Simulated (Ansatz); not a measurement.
Calculation: PBE (plane waves to 420 eV, PAW; Ansatz, a first-principles code).

Electrostatic potential energy of an electron, averaged over planes parallel to the surface, in eV from the Fermi level, for a constructed model of the (110) surface of bcc Mo, p(2x2) surface alloy, Sb on one Mo site of the top plane (bottom of the slab: a bare face, its two planes held):

```csv
z (Å),V (eV)
3.72,4.65
4.01,4.65
4.30,4.65
4.58,4.64
4.87,4.63
5.16,4.60
5.44,4.55
5.73,4.46
6.02,4.27
6.30,3.89
6.59,3.16
6.88,1.76
7.16,-1.04
7.45,-7.25
7.73,-15.95
8.02,-22.21
8.31,-22.42
8.59,-16.51
8.88,-7.97
9.17,-2.54
9.45,-2.99
9.74,-9.23
10.03,-17.89
10.31,-23.22
10.60,-22.10
10.89,-15.18
11.17,-6.70
11.46,-2.33
11.74,-3.86
12.03,-10.92
12.32,-19.26
12.60,-23.45
12.89,-21.03
13.18,-13.39
13.46,-5.32
13.75,-2.09
14.04,-4.78
14.32,-12.57
14.61,-20.46
14.90,-23.45
15.18,-19.82
15.47,-11.67
15.76,-4.23
16.04,-2.14
16.33,-5.93
16.61,-14.23
16.90,-21.53
17.19,-23.32
17.47,-18.58
17.76,-10.15
18.05,-3.66
18.33,-3.16
18.62,-8.17
18.91,-15.13
19.19,-19.61
19.48,-18.80
19.77,-13.49
20.05,-7.12
20.34,-2.88
20.62,-0.10
20.91,2.04
21.20,3.20
21.48,3.74
21.77,4.01
22.06,4.14
22.34,4.20
22.63,4.23
22.92,4.24
23.20,4.25
23.49,4.25
23.78,4.25
24.06,4.26
24.35,4.26
```

Slab: 24 atoms, 11.2 Å thick at the start; k 7x7x1, smearing 0.1 eV, dipole-corrected; 8 atoms held, the rest relaxed; start symmetry kept, larger cells not searched; no spin, no spin-orbit, no U. It is one candidate, not shown to be the stable structure of the face.

### Question
The surface cell has an area of 28.26 Å². What dipole along the normal does the step between the two vacuum levels imply?

### Answer
the top vacuum level lies 0.40 eV below the bottom one; p = −ε₀ A ΔV (ε₀ = 0.005526 e/(V·Å)) gives 0.06 e·Å a cell.
